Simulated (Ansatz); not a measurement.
# Computed paths: C vacancy in 4H silicon carbide, charge state +2

Defect: C vacancy in 4H silicon carbide, charge state +2. Computed with PBE, PAW (plane waves to 420 eV; Ansatz, a program for electronic structure).

Settings: 72 host sites, the relaxed PBE lattice, the Γ point alone, smearing 0.01 eV, spin-restricted, no image-charge correction. Energies are static. The charge state is imposed; whether it is stable for some Fermi level was not computed. Forms of the defect that were not tried may lie lower.

Barriers: single points on a 2×2×2 k-point mesh shifted by half a step along c at the bands' geometries (they differ from the bands' own by up to 0.49 eV, and are uncertain by about as much).

| Route | Start site over the lowest site run (eV) | Hop (Å) | Forward barrier (eV) | Backward barrier (eV) | Neighbours at the start | Neighbours at the saddle | Saddle order | Forward, on the band's own sampling (eV) |
|---|---|---|---|---|---|---|---|---|
| one C atom jumps into the vacancy from a nearby C site | 0.06 | 3.08 | 4.99 | 4.99 | Si at 1.86, Si at 1.90, 2 Si at 1.92 Å | Si at 1.78, 2 Si at 2.16, 2 Si at 2.30 Å | first order | 4.63 |
| one C atom jumps into the vacancy from a nearby C site | 0.00 | 3.09 | 5.10 | 5.04 | Si at 1.84, 2 Si at 1.89, Si at 1.95 Å | Si at 1.79, 2 Si at 2.20, 2 Si at 2.22 Å | first order | 4.71 |
| one C atom jumps into the vacancy from a nearby C site | 0.00 | 3.08 | 5.27 | 5.27 | Si at 1.87, 2 Si at 1.90, Si at 1.93 Å | Si at 1.76, 2 Si at 2.20 Å | inconclusive, on a symmetry element | 4.97 |

Paths come from CI-NEB runs.  A band can be held on a symmetry element, so unchecked saddle points there may be too high.
